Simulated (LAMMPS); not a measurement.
Simulation of ZnSe (zinc blende) with 50 % of Se sites S, 4096 atoms, at 1330 K and 0 GPa, heated as the crystal.

Level of theory: classical MD, pair style sw, file CdTeZnSeHgS0.sw, run in LAMMPS.

| r (Å) | g(r), Se-Zn | g(r), S-Zn |
|---|---|---|
| 1.980 | 0.000 | 0.000 |
| 2.020 | 0.000 | 0.001 |
| 2.060 | 0.000 | 0.015 |
| 2.100 | 0.006 | 0.093 |
| 2.140 | 0.022 | 0.354 |
| 2.180 | 0.140 | 1.04 |
| 2.220 | 0.415 | 2.48 |
| 2.260 | 1.14 | 4.42 |
| 2.300 | 2.37 | 6.83 |
| 2.340 | 4.18 | 8.46 |
| 2.380 | 6.18 | 9.27 |
| 2.420 | 7.72 | 8.41 |
| 2.460 | 8.35 | 7.11 |
| 2.500 | 7.68 | 5.06 |
| 2.540 | 6.41 | 3.36 |
| 2.580 | 4.82 | 2.01 |
| 2.620 | 3.33 | 1.08 |
| 2.660 | 2.01 | 0.556 |
| 2.700 | 1.10 | 0.258 |
| 2.740 | 0.623 | 0.119 |
| 2.780 | 0.306 | 0.052 |
| 2.820 | 0.137 | 0.029 |
| 2.860 | 0.070 | 0.006 |
| 2.900 | 0.024 | 0.004 |
| 2.940 | 0.016 | 0.000 |
| 2.980 | 0.007 | 0.001 |
| 3.020 | 0.004 | 0.001 |
| 3.060 | 0.001 | 0.000 |
| 3.100 | 0.000 | 0.000 |
| 3.140 | 0.000 | 0.000 |
| 3.180 | 0.000 | 0.000 |
| 3.220 | 0.001 | 0.000 |
| 3.260 | 0.000 | 0.000 |
| 3.300 | 0.000 | 0.000 |
| 3.340 | 0.000 | 0.000 |
| 3.380 | 0.000 | 0.000 |
| 3.420 | 0.000 | 0.000 |
| 3.460 | 0.000 | 0.000 |
| 3.500 | 0.000 | 0.000 |
| 3.540 | 0.000 | 0.000 |
| 3.580 | 0.000 | 0.000 |
| 3.620 | 0.000 | 0.000 |
| 3.660 | 0.000 | 0.000 |
| 3.700 | 0.001 | 0.001 |
| 3.740 | 0.002 | 0.002 |
| 3.780 | 0.002 | 0.003 |
| 3.820 | 0.006 | 0.007 |
| 3.860 | 0.011 | 0.011 |
| 3.900 | 0.019 | 0.021 |
| 3.940 | 0.032 | 0.033 |
| 3.980 | 0.057 | 0.054 |
| 4.020 | 0.089 | 0.096 |
| 4.060 | 0.137 | 0.140 |
| 4.100 | 0.201 | 0.225 |
| 4.140 | 0.294 | 0.304 |
| 4.180 | 0.426 | 0.470 |
| 4.220 | 0.582 | 0.665 |
| 4.260 | 0.810 | 0.878 |
| 4.300 | 1.07 | 1.15 |
| 4.340 | 1.43 | 1.42 |
| 4.380 | 1.77 | 1.79 |
| 4.420 | 2.14 | 2.19 |
| 4.460 | 2.55 | 2.54 |
| 4.500 | 2.85 | 2.84 |
| 4.540 | 3.11 | 3.09 |
| 4.580 | 3.35 | 3.32 |
| 4.620 | 3.44 | 3.35 |
| 4.660 | 3.45 | 3.40 |
| 4.700 | 3.40 | 3.30 |
| 4.740 | 3.12 | 3.12 |
| 4.780 | 2.84 | 2.76 |
| 4.820 | 2.50 | 2.53 |
| 4.860 | 2.14 | 2.11 |
| 4.900 | 1.79 | 1.77 |
| 4.940 | 1.42 | 1.41 |
| 4.980 | 1.10 | 1.10 |
| 5.020 | 0.841 | 0.844 |
| 5.060 | 0.586 | 0.610 |
| 5.100 | 0.409 | 0.431 |
| 5.140 | 0.287 | 0.279 |
| 5.180 | 0.192 | 0.191 |
| 5.220 | 0.121 | 0.133 |
| 5.260 | 0.082 | 0.081 |
| 5.300 | 0.048 | 0.049 |
| 5.340 | 0.029 | 0.034 |
| 5.380 | 0.021 | 0.026 |
| 5.420 | 0.017 | 0.024 |
| 5.460 | 0.020 | 0.034 |
| 5.500 | 0.034 | 0.046 |
| 5.540 | 0.051 | 0.074 |
| 5.580 | 0.086 | 0.118 |
| 5.620 | 0.128 | 0.184 |
| 5.660 | 0.219 | 0.288 |
| 5.700 | 0.322 | 0.393 |
| 5.740 | 0.454 | 0.557 |
| 5.780 | 0.633 | 0.755 |
| 5.820 | 0.820 | 0.940 |
| 5.860 | 1.06 | 1.17 |
| 5.900 | 1.29 | 1.41 |
| 5.940 | 1.56 | 1.63 |
| 5.980 | 1.77 | 1.80 |
| 6.020 | 1.98 | 1.92 |
| 6.060 | 2.08 | 2.04 |

The data show:
- state found: crystal; no diffusion seen in 30 ps
- first peak of g(r), Se-Zn: 2.46 Å, height 8.4
- coordination number of Se by Zn: 4.00 (counted to 3.42 Å)
- coordination number of Zn by Se: 2.00 (counted to 3.42 Å)
- first peak of g(r), S-Zn: 2.38 Å, height 9.3

Caution: the random arrangement on this lattice is imposed, and need not be a phase that exists in equilibrium. Caution: a run this short can hold a crystal over, or a liquid under, the potential's melting point.
